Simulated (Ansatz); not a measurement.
Start from NbN in the rock salt structure (space group Fm-3m, No. 225; a = 4.380 Å).

The other end (x = 1) is VN in the rock salt structure (space group Fm-3m, No. 225): 8.45 Å³/atom, gap zero.

Computed with DFT with PBEsol, PAW potentials and a 420 eV plane-wave cutoff in Ansatz (a quantum-chemistry and plane-wave program), scalar-relativistic without spin-orbit coupling, earlier PAW set.

V replaces a fraction x of Nb; each row is one arrangement (x, atoms in the cell, starting space group or random), fully relaxed.

One change was made to it. Results:

The shortest interatomic distance shrinks by 0.172 Å, from 2.190 Å to 2.018 Å; the mixing energy comes out as +0.03 eV/atom (to 0.01 eV only: unlike meshes or grids).

Q: Which of these changes matches the shifts?
A. x(V) = 0.75, 8 atoms, Pm-3m
B. x(V) = 0.25, 8 atoms, Pm-3m
C. x(V) = 0.75, 8 atoms, I4/mmm

A: C, x(V) = 0.75, 8 atoms, I4/mmm. For comparison, the shortest interatomic distance in the other runs: x(V) = 0.25, 8 atoms, Pm-3m gives 2.162 Å; x(V) = 0.75, 8 atoms, Pm-3m gives 2.085 Å.

The magnetic state is the one reached from the starting moments; the real material's order can differ, and small cells can't hold many antiferromagnetic ones. These are small ordered cells, not random alloys; other orderings at the same x differ. Whether these cells are dynamically stable was not tested. Starting moments died away, wholly or in part, for x(V) = 0.75, 8 atoms, I4/mmm, Nb → V and x(V) = 0.75, 8 atoms, Pm-3m; another magnetic solution may exist. Spin-polarised in the final run: Nb3VN4; the other runs are not.
